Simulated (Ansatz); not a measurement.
Mg3PN (model structure, started from the cubic perovskite type, Pm-3m, No. 221, 5 atoms in the cell) was calculated with G0W0@PBEsol (plane waves, hard PAW, contour deformation, complete-basis limit; Ansatz, a first-principles code).

Settings: largest k mesh 6×6×6 (not extrapolated in the mesh).

Cell (relaxed with PBEsol):

Mg3NP is modelled in the cubic space group Pm-3m (No. 221), the anti-perovskite structure, Pearson symbol cP5. Conventional cell: a = b = c = 4.1527 Å, α = β = γ = 90.00°. P on 1a has 12 Mg at 2.936 Å (cuboctahedral). N on 1b sees 6 Mg at 2.076 Å (octahedral). Mg on 3c is coordinated by 2 N at 2.076 Å and 4 P at 2.936 Å (octahedral). (Neighbours: up to the widest gap in distance over summed covalent radii, below 1.35, at either atom; cation-cation and far metal-metal contacts left out.)

Task: What does this level give for the band gap?

Result: 
- band gap: 2.64 eV (direct)

Note: the relaxation could raise the start's symmetry but not lower it, so the cell can be a saddle point; the gap holds a correction of +0.28 eV to the complete basis.

The computed numbers hold no vibrational or temperature effects.

Computing time: about 2.6 core-hours (a rough figure).

A model structure was made by putting elements into a prototype or built by hand; it is no filed structure, need not be a known phase, and can be a saddle point held by its symmetry.
